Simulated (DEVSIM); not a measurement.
System: abrupt CdTe n-p junction, at 300 K.

```tsv
layer (left to right)	material	thickness (μm)	Nd (cm⁻³)	Na (cm⁻³)	τn (s)	τp (s)
1	CdTe	58.0	1.2e17	-	6.4e-9	6.4e-9
2	CdTe	0.610	-	1.7e17	6.4e-9	6.4e-9
```

Left contact: ohmic. Right contact: ohmic. Voltage is applied to the left contact. Recombination: SRH at mid-gap. Mobility is constant in doping.

This is a model device: material constants are rounded textbook-type values typed into the input, and sizes, dopings and lifetimes were drawn at random. Values at 300 K.

| parameter | CdTe |
|---|---|
| gap (eV) | 1.5 |
| affinity (eV) | 4.28 |
| permittivity | 10.2 |
| Nc (cm⁻³) | 8e17 |
| Nv (cm⁻³) | 1.8e19 |
| μn (cm²/Vs) | 1000 |
| μp (cm²/Vs) | 80 |

DEVSIM, 1D drift-diffusion, Boltzmann statistics, complete ionisation; no tunnelling, impact ionisation, image-force lowering or self-heating.

Give the dark forward current.


| V (V) | J (A/cm²) |
|---|---|
| -0.05 | -1.1e-11 |
| -0.15 | -1.1e-10 |
| -0.25 | -8.3e-10 |
| -0.35 | -6.1e-9 |
| -0.45 | -4.5e-8 |
| -0.55 | -3.3e-7 |
| -0.65 | -2.5e-6 |
| -0.75 | -2.0e-5 |
| -0.85 | -0.00022 |
| -0.95 | -0.0049 |
| -1.00 | -0.029 |
| -1.10 | -1.2 |
| -1.20 | -37 |
| -1.30 | -220 |
| -1.40 | -480 |
| -1.50 | -770 |
| -1.60 | -1100 |
| -1.70 | -1400 |
| -1.80 | -1700 |
| -1.90 | -2000 |
